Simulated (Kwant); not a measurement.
Kwant, Hückel tight-binding model, one pz orbital an atom, one spin, coherent transport at 0 K. Conductance is in e²/h.

Model system: π system c1ccc(cc1)-c1cccc(c1)-c1ccccc1 between two chain leads. The π system is taken as planar. Atoms are numbered from 0 in the order of the SMILES. Site energies (eV, carbon 0): [0.0, 0.0, 0.0, 0.0, 0.0, 0.0, 0.0, 0.0, 0.0, 0.0, 0.0, 0.0, 0.0, 0.0, 0.0, 0.0, 0.0, 0.0]. Bonds (i, j, β in eV): (0,1,-2.7) (1,2,-2.7) (2,3,-2.7) (3,4,-2.7) (4,5,-2.7) (3,6,-2.7) (6,7,-2.7) (7,8,-2.7) (8,9,-2.7) (9,10,-2.7) (10,11,-2.7) (10,12,-2.7) (12,13,-2.7) (13,14,-2.7) (14,15,-2.7) (15,16,-2.7) (16,17,-2.7) (5,0,-2.7) (11,6,-2.7) (17,12,-2.7). Leads: chains of hopping −4.1 eV, joined by −0.81 eV to atoms 0 and 14.

Site energies and bond integrals are typed Hückel values.

Sweep values stay those of the base run.

One input was changed, with this effect: transmission at E = 0 < 1e-12 → 0.0035.

### Question
Which change was it?
A) contacts moved from atoms [0, 14] to [2, 8]
B) contacts moved from atoms [0, 14] to [0, 9]
C) contacts moved from atoms [0, 14] to [0, 15]
D) contacts moved from atoms [0, 14] to [1, 5]
E) contacts moved from atoms [0, 14] to [0, 7]
F) contacts moved from atoms [0, 14] to [1, 4]

### Answer
F, contacts moved from atoms [0, 14] to [1, 4]
